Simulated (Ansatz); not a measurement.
Base system: Pt in the fcc (Cu type) structure (space group Fm-3m, No. 225; relaxed with 0.1 eV smearing).

```
CELL_PARAMETERS angstrom
      0.00000     1.97076     1.97076
      1.97076     0.00000     1.97076
      1.97076     1.97076     0.00000
ATOMIC_POSITIONS crystal
  Pt 0.00000 0.00000 0.00000
```

Cartesian axes are those of the cell as printed.

Level of theory: r2SCAN (Ansatz, a first-principles code, PAW, no spin-orbit coupling), earlier PAW set.

Base values:

| Quantity | Result |
|---|---|
| Band gap | zero |
| Pressure | 0.0 GPa |
| Shortest interatomic distance | 2.787 Å |

The change: the cell is stretched by 4.75 % along z with no lateral relaxation; the atoms relax in the strained cell.

What happens to the band gap, energy relative to the base, pressure and shortest interatomic distance?

The band gap stays zero; the energy goes up by 32 meV/atom; the pressure (mean of the normal stresses, compression positive) goes from zero to -10.8 GPa; the shortest interatomic distance remains 2.787 Å.

Whether these cells are dynamically stable was not tested. The final runs are not spin-polarised. Pt lies near a magnetic instability that expansion can trigger; it was not tested.
